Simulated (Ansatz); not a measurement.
We consider AgI (model structure, started from the HgO type, P6₄22, No. 181, 6 atoms in the cell), described by dielectric-dependent PBEsol hybrid (Ansatz, a first-principles code, PAW).

Input:

Ansatz 0.2 input:
```yaml
crystal:
  lattice:
    - [4.4488147463, -0.0000003063, 0.0]
    - [-2.2244071079, 3.8527867402, 0.0]
    - [0.0, 0.0, 10.394151811]
  atoms:
    - { symbol: Ag, position: [0.4999628122, 0.4999628122, 0.5] }
    - { symbol: Ag, position: [0.5000371878, 0.0, 0.8333333333] }
    - { symbol: Ag, position: [0.0, 0.5000371878, 0.1666666667] }
    - { symbol: I, position: [0.4999827387, 0.4999827387, 0.0] }
    - { symbol: I, position: [0.5000172613, 0.0, 0.3333333333] }
    - { symbol: I, position: [0.0, 0.5000172613, 0.6666666667] }
  host: atoms
basis:
  ecutwfc: 460
  ecutrho_ratio: 4
  xc_grid: 2
kpoints:
  mp_grid: { grid: [6, 6, 2] }
hamiltonian:
  xc:
    exchange: pbesol
    correlation: pbesol
    exx: { coeff: inverse_dielectric }
  dispersion: none
  pseudopotentials: { kind: paw }
scf:
  occupations: { method: fermi_dirac, width: 0.01 }
  convergence: { dr2_threshold: 0.0000000006 }
output:
  forces: true
  stress: true
  eigenvalues: true
```

**Question.** How many irreducible k-points, plane waves at Γ does the program set up, and what pressure does the run end with?

**Answer.** 14 irreducible k-points, 4003 plane waves at Γ; P = 0.38 GPa, so the cell is compressed on average and its volume would grow at this level.

Output (set-up and result lines):

```
WARN output.stress: scf.exx.energy_threshold = 1e-6 eV is looser than the 6e-8 eV advised for a stress under a hybrid functional (1e-8 eV for each atom of the …
Crystal: 6 atoms, lattice volume = 178.159 Å³
Basis set: ecut = 460 eV, 4003 PW (Γ), exchange–correlation on 64×64×150 points (8 copies of the dense FFT grid, shifted against one another)
Bands: 65, of which v1, the nominal top of the filled ones, is band 54 counted from 1 (53 counted from 0)
Symmetry: 6 space group operations
Space group: P3121 (ITA 152), of the structure as read, at distance tolerance 5.6e-5 Å
k-points: 14 of 72 (time reversal used)
SCF iter   1: F=—  HF=-44864.548926 eV  |F-HF|=—  |Δ(HF+E_count)|=         —  Δρ=5.86e-3  dr2=5.83e-2
SCF iter   2: F=—  HF=-44864.534717 eV  |F-HF|=—  |Δ(HF+E_count)|=   1.42e-2  Δρ=2.67e-3  dr2=1.07e-2
  ...
Crystal: 6 atoms, lattice volume = 178.159 Å³
Initial density: handed on by an earlier stage of this run
Functional: x = 0.8554120762951853 pbesol(κ = 0.804, μ = 0.12345679012345678) + 0.14458792370481469 exact, c = pbesol(β = 0.046)
Crystal: 6 atoms, lattice volume = 178.159 Å³
SCF iter   4: F=—  HF=-44948.937592 eV  |F-HF|=—  |Δ(HF+E_count)|=   7.08e-8  Δρ=6.21e-7  dr2=6.35e-10
SCF iter   5: F=-44948.937592 eV  HF=-44948.937592 eV  |F-HF|=7.28e-12  |Δ(HF+E_count)|=  1.75e-10  Δρ=1.37e-7  dr2=1.08e-10
SCF 3 converged in 5 iterations: F = -44948.937592 eV  dr2 = 1.08e-10
Free energy (F): -44948.937592 eV
Internal energy: -44948.937592 eV  (E = F + TS)
E sigma→0 (E₀):  -44948.937592 eV
Fermi energy:    9.229875 eV
--- Stress (GPa, compression-positive) ---
        0.337468       0.000000       0.000000
        0.000000       0.337468      -0.000000
        0.000000      -0.000000       0.475484
  P = ⅓ Tr σ = 0.3835 GPa (3.835 kbar)
```

The PAW data were made under PBE.

Note: the relaxation could raise the start's symmetry but not lower it, so the cell can be a saddle point. Note: cell and atoms aren't relaxed at this level (pressure 0.4 GPa).

The result took around 22 core-minutes (rough).

A model structure was made by putting elements into a prototype or built by hand; it is no filed structure, need not be a known phase, and can be a saddle point held by its symmetry.
